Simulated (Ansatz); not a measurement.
Functionals compared on the (100) surface of rock-salt TiC, Sc on all Ti sites of the top plane (bottom of the slab: a bare face, its two planes held), in Ansatz (plane waves, PAW). The structure was relaxed with PBE; the other rows are single points on it. Cutoff 420 eV (500 eV for r2SCAN).

Set-up: 12 atoms, 10.9 Å thick at the start with caps and adatoms (thin: gaps and levels are the slab's own); mesh 12x12x1; 0.1 eV smearing; dipole correction on; 4 atoms held, the rest relaxed; start symmetry kept, larger cells not searched; no spin, no spin-orbit, no U. In PBE it is, or lies within 0.01 eV a 1x1 cell of, the lowest of the 2 structures of its composition computed so far; subsurface sites and larger cells were not tried. These notes are the PBE run's.

```json
[
 {"functional": "PBE", "work function of the top face (eV)": "3.80", "rough cost of the single point": "–"},
 {"functional": "RPBE", "work function of the top face (eV)": "3.64", "rough cost of the single point": "about 23 core-seconds (a rough figure)"},
 {"functional": "r2SCAN", "work function of the top face (eV)": "3.90", "rough cost of the single point": "about 50 core-seconds (a rough figure)"}
]
```

Ansatz is a program for electronic structure.
